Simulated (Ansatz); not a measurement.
System: NiAs-type NiSb. Method: HSE06-D3(BJ) (plane waves, PAW; Ansatz, a program for electronic structure).

Settings: plane-wave cutoff 460 eV, 9×9×6 k mesh (along the axes of the cell as run), Fermi–Dirac smearing 0.05 eV, no spin polarisation, scalar-relativistic PAW data made under PBE.

Computed at the level's own relaxed cell.

Problem. Estimate the lattice parameter a and c axis length that the calculation returns.

Solution. 
lattice parameter a: 3.835 Å
c axis length: 5.053 Å

Measured, for comparison: lattice constant a 3.946 Å, lattice parameter c 5.148 Å (temperature not stated, not corrected to a static lattice; as tabulated in Wikipedia's data pages). Computed (rounded) less measured: lattice constant a -2.8 %, lattice parameter c -1.8 %. A static lattice is as a rule a little smaller and stiffer than an uncorrected measurement, which narrows the difference in the lattice parameter c and would widen misses of the other sign.

Note: the run has no spin polarisation, so it can have missed a magnetic state.

Spin–orbit coupling is not included.

The result took about 90 core-minutes (a rough figure).
